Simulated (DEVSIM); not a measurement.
Device: abrupt In0.53Ga0.47As n-p junction, at 300 K.

Layer 1 from the left is In0.53Ga0.47As, thickness (μm) 0.120, Nd (cm⁻³) 1.2e16, τn (s) 1.6e-8, τp (s) 1.6e-9. Layer 2 from the left is In0.53Ga0.47As, thickness (μm) 2.80, Na (cm⁻³) 1.9e15, τn (s) 1.6e-8, τp (s) 1.6e-8.

Left contact: ohmic. Right contact: ohmic. Voltage is applied to the left contact. Recombination: SRH at mid-gap, radiative, Auger. Mobility is constant in doping.

Constants are typed, rounded textbook-type inputs, not results; the design itself was drawn at random and stands for no fabricated device. Values at 300 K.

In0.53Ga0.47As: gap (eV) 0.74, affinity (eV) 4.51, permittivity 13.9, Nc (cm⁻³) 2.1e17, Nv (cm⁻³) 7.7e18, μn (cm²/Vs) 12000, μp (cm²/Vs) 300, B (cm³/s) 9.6e-11, Cn (cm⁶/s) 5e-29, Cp (cm⁶/s) 5e-29.

Simulated with DEVSIM: 1D drift-diffusion, Boltzmann statistics, complete ionisation; no tunnelling, impact ionisation, image-force lowering or self-heating.

Problem. What does the simulation give for the potential step across the device at zero bias, the dark forward voltage at 100 A/cm², the dark forward voltage at 1 A/cm², the largest field in the device at zero bias?

Solution. potential step across the device at zero bias 0.451 V; dark forward voltage at 100 A/cm² 0.384 V; dark forward voltage at 1 A/cm² 0.247 V; largest field in the device at zero bias 13000 V/cm.
